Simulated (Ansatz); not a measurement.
Given:

```yaml
crystal:
  lattice:
    - [0.00000, 2.42445, 2.42445]
    - [2.42445, 0.00000, 2.42445]
    - [2.42445, 2.42445, 0.00000]
  atoms:
    - { symbol: B, position: [0.00000, 0.00000, 0.00000] }
    - { symbol: As, position: [0.25000, 0.25000, 0.25000] }
```

All values below come from PBE with spin-orbit coupling, rigid bands (plane waves, PAW; Ansatz, a quantum-chemistry and plane-wave program). Condition of this run: hydrostatic pressure of -6.4 GPa (compression positive) (the target of the relaxation). Cell: cell and atoms relaxed with PBEsol, then loaded as said.

Task: What conductivity effective mass do dilute holes have at 300 K?

Result: 0.35 mₑ.

Task: Predict the electron conductivity mass (n e² τ/σ) at 300 K, by direction if it differs.

Result: 0.31 mₑ.

Task: And the band gap?

Result: 1.16 eV at this level; semilocal functionals usually fall short of the measured gap.

Rigid bands, one relaxation time for all states, no polarons. Geometry: cell and atoms relaxed with PBEsol.
